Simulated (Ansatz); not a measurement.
CuI under a change: Cu → Pt

Start from CuI in the zinc blende structure (space group F-43m, No. 216; a = 5.939 Å).

One thing is altered: every Cu is replaced by Pt; the structure is relaxed again.

The values are results of Ansatz (an electronic-structure program), PBEsol, PAW, cutoff 420 eV, no SOC, earlier PAW set, not measurements. Settings: 13×13×13 k-points, 0.05 eV Fermi–Dirac smearing, for the changed cell.

- Volume per atom: 27.58 Å³ (base 26.19 Å³)
- Density: 9.69 g/cm³ (base 6.04 g/cm³)
- Lattice parameter a: 11.419 bohr (base 11.223 bohr)
- Space group: F-43m (No. 216) (base F-43m (No. 216))
- Shortest interatomic distance: 4.945 bohr (base 4.860 bohr)
- Band gap: zero (base 1.17 eV)

Cost of the whole job for the changed cell (relaxation, final SCF and bands): around 50 core-seconds (rough).

With I present, leaving out spin-orbit coupling can change the band edges. No phonon test of stability was made. As relaxed here, PtI is a hypothetical phase, not in the database extracts checked. The final runs are not spin-polarised. An odd electron count without spin: PtI. PtI has a high density of states at the Fermi level and may be magnetic at this level.
